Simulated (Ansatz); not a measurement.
Substrate model: Si(111) 1x1 surface, 6 top atoms, 3 bilayers, bottom bilayer H-capped and fixed, every top atom capped by H; cell 11.5 x 6.6 Å; two neighbouring H replaced by OH; about 7 Å thick over the host's atoms, 18 atoms held. Calculation: PBE-D3(BJ) (plane waves to 420 eV, PAW; Ansatz, a quantum-chemistry and plane-wave program). Sampling: 1x2x1 k points. The slab states were run without spin polarisation. A thicker slab, a larger cell or a denser mesh can move such energies by a tenth of an eV or more. Energies are static: no zero-point or thermal part. Each state was relaxed from one prepared geometry.

One H2O a cell is brought to the surface left by an earlier step (SiH4 exchanges a ligand with a surface O-H group and H2 forms), after H2 has left. Relaxed result near the molecule:

```csv
atom,x (Å),y (Å),z (Å)
Si(16),5.762,3.346,9.530
H(29),3.823,0.028,11.013
Si(31),9.593,3.357,9.475
H(44),7.669,-0.017,11.002
H(45),9.643,3.415,10.980
O(46),5.853,3.399,11.191
O(48),1.700,3.451,11.188
H(49),2.464,3.169,11.731
Si(a0),5.320,2.637,12.557
H(a2),3.811,2.713,12.541
H(a3),5.631,1.183,12.572
H(a4),5.774,3.375,13.760
O(b0),8.143,2.157,12.919
H(b1),8.697,2.676,12.308
H(b2),8.278,1.239,12.630
```

Problem. What is the adsorption energy against the free H2O and the slab before, and how much of it is dispersion?

Solution. -0.23 eV (negative: bound); the D3 term gives -0.14 eV of it. Its closest contacts to the rest of the cell: H(b1)...H(45) 1.79 Å, H(b2)...H(44) 2.14 Å, H(b2)...H(a3) 2.65 Å.
